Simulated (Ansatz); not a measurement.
Base system: PbSe in the rock salt structure (space group Fm-3m, No. 225).

```
PbSe
1.0
    0.00000     3.05080     3.05080
    3.05080     0.00000     3.05080
    3.05080     3.05080     0.00000
Pb Se
1 1
Direct
  0.00000   0.00000   0.00000
  0.50000   0.50000   0.50000
```

Level of theory: PBEsol (Ansatz, a quantum-chemistry and plane-wave program; PAW; 420 eV plane waves; no SOC).

Before the change:

| Item | Result |
|---|---|
| Pressure | 0.00 GPa |
| Band gap | 0.17 eV |

Modification: an isotropic linear strain of +0.50 %; the atoms relax in the strained cell.

**Question.** Estimate the effect on the pressure.

**Answer.** The pressure goes from zero to -0.77 GPa.

**Question.** Estimate the effect on the band gap.

**Answer.** The band gap goes up by 0.05 eV, from 0.17 eV to 0.22 eV.

With Pb present, leaving out spin-orbit coupling can change the band edges. Whether these cells are dynamically stable was not tested. A zero or small gap of PbSe can be the functional's error rather than a property of the material.
